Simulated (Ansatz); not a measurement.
The starting structures come from a database of crystals and need not be the phases stable at ambient conditions.

Tunnelling through a barrier is set by its complex band structure: the current falls as exp(−2κd) with the smallest κ.

Here is the system:

```
CELL_PARAMETERS angstrom
      5.42131     0.00000     0.00000
      0.00000    10.81988     0.00000
      2.71066     5.40994     2.93269
ATOMIC_POSITIONS crystal
  Na 0.25000 0.48954 0.50000
  Na 0.75000 0.51046 0.50000
  Na 0.25000 0.01046 0.50000
  Na 0.75000 0.98954 0.50000
  Na 0.75000 0.25000 0.50000
  Na 0.25000 0.75000 0.50000
  Ag 0.50000 0.50000 0.00000
  Ag 0.00000 0.00000 0.00000
  O  0.22534 0.63564 0.00000
  O  0.77466 0.36436 0.00000
  O  0.72534 0.86436 0.00000
  O  0.27466 0.13564 0.00000
```

The cell is taken as given.

Transport runs along the normal of the first two printed cell vectors.

The gap is the functional's own. No spin-orbit coupling. Mid-gap values are those at the computed energy nearest the middle.

### Question
Predict the band gap and the smallest decay constant κ at mid-gap from r2SCAN (Ansatz, a quantum-chemistry and plane-wave program).

### Answer
Gap 1.54 eV on a 10×10×10 mesh; κ = 0.253 1/Å, at the zone centre.
